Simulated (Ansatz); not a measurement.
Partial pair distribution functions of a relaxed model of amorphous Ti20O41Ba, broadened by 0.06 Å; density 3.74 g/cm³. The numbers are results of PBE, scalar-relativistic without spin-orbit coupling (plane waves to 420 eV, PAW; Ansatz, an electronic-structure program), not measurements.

A CHGNet melt-quench gave the starting glass, which DFT then relaxed. O atoms were pushed apart under 1.9 Å during the dynamics, to hinder bonds among them. The hot cell started wider than the set density and was brought back towards it in steps. It is the lowest in DFT energy of 2 quenches. It is a model cell: composition and starting density were chosen by hand, and all elements were melted together. No dispersion term was used. Its density started from a set value of 3.74 and ended at 3.74 g/cm³. The quench (nominally 240 K/ps over its main leg) was far faster than any real one, so the model tends to hold more defects than a real film. A cell of this size samples the disorder only roughly. The volume was held where the preparation left it and the shape relaxed, at a PBE pressure of -0.3 GPa (tension).

| r (Å) | g Ti-O | g O-Ba | g Ti-Ti | g O-O |
|---|---|---|---|---|
| 1.55 | 0.01 | 0.00 | 0.00 | 0.00 |
| 1.65 | 0.37 | 0.00 | 0.00 | 0.00 |
| 1.75 | 2.53 | 0.00 | 0.00 | 0.00 |
| 1.85 | 6.16 | 0.00 | 0.00 | 0.00 |
| 1.95 | 6.13 | 0.00 | 0.00 | 0.00 |
| 2.05 | 3.24 | 0.00 | 0.00 | 0.00 |
| 2.15 | 1.57 | 0.00 | 0.00 | 0.00 |
| 2.25 | 0.69 | 0.00 | 0.00 | 0.00 |
| 2.35 | 0.36 | 0.01 | 0.00 | 0.14 |
| 2.45 | 0.21 | 0.37 | 0.00 | 0.95 |
| 2.55 | 0.20 | 1.54 | 0.00 | 1.78 |
| 2.65 | 0.15 | 0.74 | 0.00 | 2.63 |
| 2.75 | 0.10 | 3.50 | 0.01 | 3.12 |
| 2.85 | 0.17 | 6.24 | 0.43 | 2.60 |
| 2.95 | 0.20 | 2.78 | 1.78 | 2.05 |
| 3.05 | 0.28 | 0.20 | 1.69 | 1.90 |
| 3.15 | 0.29 | 0.00 | 1.99 | 1.22 |
| 3.25 | 0.63 | 0.00 | 1.86 | 0.85 |
| 3.35 | 0.83 | 0.00 | 1.81 | 0.83 |
| 3.45 | 0.75 | 0.00 | 2.08 | 0.78 |
| 3.55 | 0.96 | 0.00 | 2.37 | 0.54 |
| 3.65 | 1.09 | 0.00 | 2.91 | 0.61 |
| 3.75 | 1.13 | 0.27 | 2.15 | 0.66 |
| 3.85 | 1.06 | 1.75 | 1.30 | 0.60 |
| 3.95 | 1.28 | 1.07 | 0.56 | 0.76 |
| 4.05 | 1.31 | 0.80 | 0.23 | 0.81 |
| 4.15 | 1.37 | 0.84 | 0.28 | 0.60 |
| 4.25 | 1.41 | 1.22 | 0.50 | 0.65 |
| 4.35 | 1.40 | 1.72 | 0.44 | 0.65 |
| 4.45 | 1.37 | 1.91 | 0.56 | 0.77 |
| 4.55 | 1.47 | 1.29 | 0.81 | 0.77 |

Within 2.64 Å each Ti has 5.50 O neighbours on average.
